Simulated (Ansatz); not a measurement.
## B (model structure, started from the diamond type, Fd-3m, No. 227, 2 atoms in the cell): properties by level of theory

| level (code) | equilibrium lattice constant a (Å) | cohesive energy (eV/atom) |
|---|---|---|
| PBE (Ansatz) | 4.051 | 5.30 |
| PBEsol (Ansatz) | 4.032 | 5.70 |
| PBE-D3(BJ) (Ansatz) | 4.030 | 5.48 |
| r²SCAN (Ansatz) | 4.053 | 5.19 |
| r²SCAN+rVV10 (Ansatz) | 4.050 | 5.31 |

Ansatz's density-functional and Hartree–Fock values are scalar-relativistic unless marked +SOC, with PAW data made under PBE.

Free atoms are spin-polarised, in the lowest state found; at levels without +SOC their spin–orbit coupling is left out.

The computed numbers hold no vibrational or temperature effects.

A model structure was made by putting elements into a prototype or built by hand; it is no filed structure, need not be a known phase, and can be a saddle point held by its symmetry.

Ansatz is a first-principles code.
